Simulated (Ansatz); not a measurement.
The starting structures come from a database of crystals and need not be the phases stable at ambient conditions.

The decay constant κ of evanescent states in the gap governs leakage through a thin film.

```yaml
crystal:
  lattice:
    - [4.11149, 0.00000, 0.00000]
    - [0.00000, 4.26824, 0.00000]
    - [2.05575, 0.00000, 5.81478]
  atoms:
    - { symbol: Pb, position: [0.87317, 0.75000, 0.25366] }
    - { symbol: Pb, position: [0.12683, 0.25000, 0.74634] }
    - { symbol: S, position: [0.64066, 0.75000, 0.71868] }
    - { symbol: S, position: [0.35934, 0.25000, 0.28132] }
```

The cell was relaxed by PBE-D3(BJ); by r2SCAN it stands under a pressure of 1.2 GPa.

Transport runs along the normal of the first two printed cell vectors.

No gap correction and no spin-orbit coupling; mid-gap is the computed energy nearest the middle.

**Question.** Predict the band gap and the smallest decay constant κ at mid-gap from Ansatz (a program for electronic structure) with r2SCAN.

**Answer.** Gap 1.38 eV on a 8×8×8 mesh; κ = 0.113 1/Å, at (0.125, 0.000) of the in-plane reciprocal vectors. At the zone centre the slowest state has κ = 0.12 1/Å.
